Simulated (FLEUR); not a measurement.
Input and output of a self-consistent single point for Rh (Fm-3m, 3 atoms in the cell) (FLEUR).

Computed with PBE, all-electron FLAPW (FLEUR), scalar-relativistic valence in FLEUR.

The change in words: 3 x 1 x 1 supercell, mesh divided to match; valenceElectrons: 15 → 45; kpt_div: 12 12 12 → 4 12 12. Reference geometry:
```xyz
1
Lattice="0.0000 1.9315 1.9315 1.9315 0.0000 1.9315 1.9315 1.9315 0.0000" Properties=species:S:1:pos:R:3 pbc="T T T"
Rh     0.0000     0.0000     0.0000
```

Reference input (self-consistent single point, DFT, PBE, all-electron FLAPW (FLEUR), scalar-relativistic valence): Kmax = 4.2 1/bohr; GmaxXC = 16.8 1/bohr; xcFunctional = pbe; jspins = 1; l_soc = F; mode = hist; fermiSmearingEnergy = 0.00367493 Htr; mesh (inpgen div1-3) = 12 12 12; inpgen gamma flag = true; Gmax = 16.8 1/bohr; numbands = 0; maxIterBroyd = 25. This run's input differs from it in these lines:

```diff
@@ -3,3 +3,3 @@
 &input film=f /
--0.0000000000 3.6500627015 3.6500627015
+-0.0000000000 10.9501881045 10.9501881045
 3.6500627015 -0.0000000000 3.6500627015
@@ -9,7 +9,9 @@
 
-1
+3
 45 0.0000000000 0.0000000000 0.0000000000
+45 0.3333333333 -0.0000000000 -0.0000000000
+45 0.6666666667 -0.0000000000 -0.0000000000
 
 &comp jspins=1 /
-&kpt div1=12 div2=12 div3=12 gamma=t /
+&kpt div1=4 div2=12 div3=12 gamma=t /
 &end /
@@ -33,3 +35,3 @@
    <cell>
-      <bzIntegration valenceElectrons="15.0" mode="hist" fermiSmearingEnergy="0.00367493">
+      <bzIntegration valenceElectrons="45.0" mode="hist" fermiSmearingEnergy="0.00367493">
          <kPointListSelection listName="default-1"/>
@@ -42,3 +44,3 @@
          <bravaisMatrix>
-            <row-1>    0.0000000000000000     3.6500627015000000     3.6500627015000000</row-1>
+            <row-1>    0.0000000000000000    10.9501881045000005    10.9501881045000005</row-1>
             <row-2>    3.6500627015000000     0.0000000000000000     3.6500627015000000</row-2>
@@ -68,2 +70,7 @@
       </atomGroup>
+      <atomGroup species="Rhodium (Rh)">
+         <relPos label="                   2">1.000/3.000 .0000000000 .0000000000</relPos>
+         <relPos label="                   3">-1.000/3.000 .0000000000 .0000000000</relPos>
+         <force calculate="T" relaxXYZ="TTT"/>
+      </atomGroup>
    </atomGroups>
```

Log, with long lists cut:

```
 Iteration:     1   Distance:      17.75890782 me/bohr^3
 Iteration:     2   Distance:      15.52223788 me/bohr^3
 Iteration:     3   Distance:       5.47119901 me/bohr^3
 Iteration:     4   Distance:       3.02465434 me/bohr^3
 Iteration:     5   Distance:       1.82334234 me/bohr^3
   [... 6 lines left out ...]
 Iteration:    12   Distance:       0.00008842 me/bohr^3
 Iteration:    13   Distance:       0.00005287 me/bohr^3
 Iteration:    14   Distance:       0.00003612 me/bohr^3
 Iteration:    15   Distance:       0.00000310 me/bohr^3
 Run finished successfully
 Stop message:
   Structural relaxation: Done

[file out, last iteration]
             iter=     16
[...]
          total density-effective poten   -2.3513409527E+04
          total charge density-energy d   -4.1685909667E+02
 Updated energy parameters for spin:           1
[...]
 fermi energy and band-weighting factors:
    1.268123    1.268123    1.268123

[...]
FERMIE:
          first approx. to ef    (T=0)  :   0.500515 htr   (energy of the highest occ. eigenvalue)
          number of occ. states  (T=0)  :       3701
          first approx. to seigv (T=0)  : -11.291286 htr
          sum of weights of occ. states :  22.503472
          sum of semicore charge        :   0.000000 e
FERHIS:  Fermi-Energy by histogram:
          bandgap                     :   0.000000 htr
   [... lines left out ...]
          charge neutrality (T=0)     :   0.006944    (zero if the highest occ. eigenvalue is "entirely" occupied)
     EF_NEWTON:  Adjust Fermi-Energy by Newton-Method.
 Direct bandgap for spin            1 :    5.3966452555542221E-003  Htr
 ---->    free energy=                    -14355.8124575484 htr
   [... lines left out ...]
      extrapolation for T->0
 ---->    total electron energy=          -14355.8099446918 htr
 ***** TOTAL FORCES ON ATOMS *****
 TOTAL FORCE FOR ATOM TYPE=  1  X=  0.000   Y=  0.000   Z=  0.000
                       FX_TOT= 0.000000 FY_TOT= 0.000000 FZ_TOT= 0.000000
 TOTAL FORCE FOR ATOM TYPE=  2  X=  0.000   Y=  3.650   Z=  3.650
                       FX_TOT= 0.000000 FY_TOT= 0.000000 FZ_TOT= 0.000000
 Structural relaxation: Done
```

The run converged in 15 iterations. FLEUR gives forces in its relaxation mode, with a further iteration, so its stop message speaks of a relaxation. 

The starting cell comes from a database of computed structures (which also holds hypothetical and non-ambient phases and stackings), without a prior relaxation at this level. Its lattice was rescaled by a random factor within 2.5 % of one. Spin polarisation is off. Values depend on the basis (sphere radii, cutoffs, local orbitals), which need not be converged. The log's line on a gap gives a spacing of levels on this mesh, which the program prints for metals too.

Cost on one core of a shared machine: roughly 7 min.
